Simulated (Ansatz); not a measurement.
A working Ansatz (a first-principles code) input for Tm2Cr2C3 (C2/m, 7 atoms in the cell) (DFT, PBEsol, plane waves, default PAW files made with PBE):

Ansatz 0.2 input:
```yaml
crystal:
  lattice:
    - [5.122244, -1.620958, 0.000000]
    - [5.122244, 1.620958, 0.000000]
    - [-1.492508, 0.000000, 5.166549]
  atoms:
    - { symbol: Tm, position: [0.607820, 0.607820, 0.816990], spin: 2.0 }
    - { symbol: Tm, position: [0.392180, 0.392180, 0.183010], spin: 2.0 }
    - { symbol: Cr, position: [0.844800, 0.844800, 0.612150] }
    - { symbol: Cr, position: [0.155200, 0.155200, 0.387850] }
    - { symbol: C, position: [0.281550, 0.281550, 0.734570] }
    - { symbol: C, position: [0.718450, 0.718450, 0.265430] }
    - { symbol: C, position: [0.000000, 0.000000, 0.500000] }
basis:
  ecutwfc: 420.0 eV
kpoints:
  mp_grid:
    grid: [5, 5, 3]
hamiltonian:
  xc: pbesol
  pseudopotentials:
    kind: paw
magnetization:
  spin_polarized: true
scf:
  occupations:
    method: fermi_dirac
    width: 0.1 eV
output:
  forces: true
  eigenvalues: true
  stress: true
```

The run converged in 33 iterations: free energy E − TS (on the zero of these files) -33031.5120 eV; Fermi level (on the code's own zero) 16.14 eV; pressure 6.84 GPa; largest force (vector length) 0.440 eV/Å; size of the cell's spin moment 2.92 μB. Each of these slips is then made, one at a time:

(1)
```diff
-    - { symbol: Tm, position: [0.607820, 0.607820, 0.816990], spin: 2.0 }
-    - { symbol: Tm, position: [0.392180, 0.392180, 0.183010], spin: 2.0 }
+    - { symbol: Tm, position: [0.607820, 0.607820, 0.816990] }
+    - { symbol: Tm, position: [0.392180, 0.392180, 0.183010] }
```

(2)
```diff
-    - { symbol: Tm, position: [0.607820, 0.607820, 0.816990], spin: 2.0 }
-    - { symbol: Tm, position: [0.392180, 0.392180, 0.183010], spin: 2.0 }
+    - { symbol: Tm, position: [0.607820, 0.607820, 0.816990] }
+    - { symbol: Tm, position: [0.392180, 0.392180, 0.183010] }
-magnetization:
-  spin_polarized: true
```

Q: How does each altered input end?

A: 
(1) A spin-polarised run without starting moments. The run converged in 28 iterations, and against the sound input the free energy hardly moves (within 1 meV/atom), the pressure stays at 6.84 GPa, the largest force stays at 0.440 eV/Å and the size of the net moment stays at 0.42 μB/atom.

(2) No spin polarisation for a cell with magnetic atoms. The run converged in 13 iterations without an error; against the sound input the free energy goes up by 62.7 meV/atom, the pressure goes from 6.84 to 6.50 GPa, the largest force goes from 0.440 to 0.423 eV/Å and the net moment of 0.42 μB/atom is absent without spin.

The starting cell comes from a database of computed structures (which also holds hypothetical and non-ambient phases and stackings), without a prior relaxation at this level. Its lattice was rescaled by a random factor within 2.5 % of one. The magnetic order is the one reached from the typed start; others were not searched systematically. With U or open f shells several self-consistent states can exist. The f electrons are in the valence without U or exact exchange, which can misplace them near the Fermi level. Spin-orbit terms, which matter for f shells, are left out. In the base run, with a pressure of about 7 GPa the cell is away from its equilibrium volume at this level. Ansatz's pressure includes its estimate of the finite-basis (Pulay) stress. Without a gap this mesh is coarse (it stands for a supercell whose shortest vector is 16 Å).

Left out of this page: 4 runs of the series with a known weakness of the program; 1 run of the series stopped by limits of time or memory.
